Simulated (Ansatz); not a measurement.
BaAlGe under a change: Ge → Ru

Base system: BaAlGe (space group P-6m2, No. 187; a = 4.3401 Å, c = 5.1699 Å; a cell from a computed database, its experimental status unchecked).

The change: every Ge is replaced by Ru; the structure is relaxed again.

The values are results of r2SCAN+rVV10, PAW, 500 eV (Ansatz, a quantum-chemistry and plane-wave program; no SOC), not measurements. Settings: 13×13×10 k-points, 0.05 eV Fermi–Dirac smearing, for the changed cell.

```tsv
quantity	base	changed	shift
volume per atom	28.11 Å³	25.95 Å³	-2.16 Å³
density	4.67 g/cm³	5.66 g/cm³	+0.99 g/cm³
lattice parameter a	434.0 pm	424.7 pm	-9.3 pm
c/a ratio	1.191	1.174	-0.0176
space group	P-6m2 (No. 187)	P-6m2 (No. 187)	–
shortest interatomic distance	250.6 pm	245.2 pm	-5.4 pm
band gap	zero	zero	–
```

Final structure:

```yaml
crystal:
  lattice:
    - [4.24707, 0.00000, 0.00000]
    - [-2.12353, 3.67807, 0.00000]
    - [0.00000, 0.00000, 4.98456]
  atoms:
    - { symbol: Ba, position: [0.00000, 0.00000, 0.00000] }
    - { symbol: Al, position: [0.66667, 0.33333, 0.50000] }
    - { symbol: Ru, position: [0.33333, 0.66667, 0.50000] }
```

Whether these cells are dynamically stable was not tested. As relaxed here, BaAlRu is a hypothetical phase, not in the database extracts checked. The final runs are not spin-polarised. An odd electron count without spin: BaAlRu and BaAlGe.
